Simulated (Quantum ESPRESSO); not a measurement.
Quantum ESPRESSO is run on SrCa3 (I4/mmm, 4 atoms in the cell), and the run fails. The aim is a self-consistent single point with DFT, LDA (PZ), plane waves, GBRV 1.5 ultrasoft (LDA) pseudopotentials.

Input:

```fortran
&CONTROL
 calculation = 'scf'
 prefix = 'pwscf'
 outdir = './out'
 pseudo_dir = './'
 tprnfor = .true.
 tstress = .true.
/
&SYSTEM
 ibrav = 7
 A = 5.73206000
 C = 11.32791000
 nat = 4
 ntyp = 2
 ecutwfc = 40.0
 ecutrho = 200
 occupations = 'smearing'
 smearing = 'mp'
 degauss = 0.0073499
/
&ELECTRONS
 conv_thr = 1.0d-9
 mixing_beta = 0.4
/
ATOMIC_SPECIES
Sr    87.6200  sr_lda_v1.uspp.F.UPF
Ca    40.0780  ca_lda_v1.uspp.F.UPF
ATOMIC_POSITIONS {angstrom}
Sr    0.00000000    0.00000000    0.00000000
Ca   -2.86603000    0.00000000    2.83197750
Ca    0.00000000    2.86603000    2.83197750
Ca    0,00000000    0,00000000    5,66395500
K_POINTS {automatic}
7 7 7  0 0 0
```

Output (repeated stretches shortened):

```
     This program is part of the open-source Quantum ESPRESSO suite
     for quantum simulation of materials; please cite

[eval_infix.c] A parsing error occurred
helper string:
0,00000000
error code:
Error: invalid token: ,

 %%%%%%%%%%%%%%%%%%%%%%%%%%%%%%%%%%%%%%%%%%%%%%%%%%%%%%%%%%%%%%%%%%%%%%%%%%%%%%
     Error in routine card_atomic_positions (1):
     Error while parsing atomic position card.
 %%%%%%%%%%%%%%%%%%%%%%%%%%%%%%%%%%%%%%%%%%%%%%%%%%%%%%%%%%%%%%%%%%%%%%%%%%%%%%

     stopping ...
```

Question: Read the log: what does the program object to, and what is the fix?

Answer: The fault is decimal commas. The program does not read a comma as a decimal mark. To fix it, use decimal points. The program stopped before any SCF iteration.

An input that runs soundly differs in these lines (not the only fix; some lines may just follow from the change or write a value another way):
```diff
- ecutwfc = 40.0
+ ecutwfc = 40
-Ca    0,00000000    0,00000000    5,66395500
+Ca    0.00000000    0.00000000    5.66395500
```

With that input, the run converged in 11 iterations: free energy E − TS -4012.5294 eV; Fermi level (on the code's own zero) 4.66 eV; pressure -1.97 GPa (DFT, LDA (PZ), plane waves, GBRV 1.5 ultrasoft (LDA) pseudopotentials).

On the sound input: the starting cell comes from a database of computed structures (which also holds hypothetical and non-ambient phases and stackings), without a prior relaxation at this level.
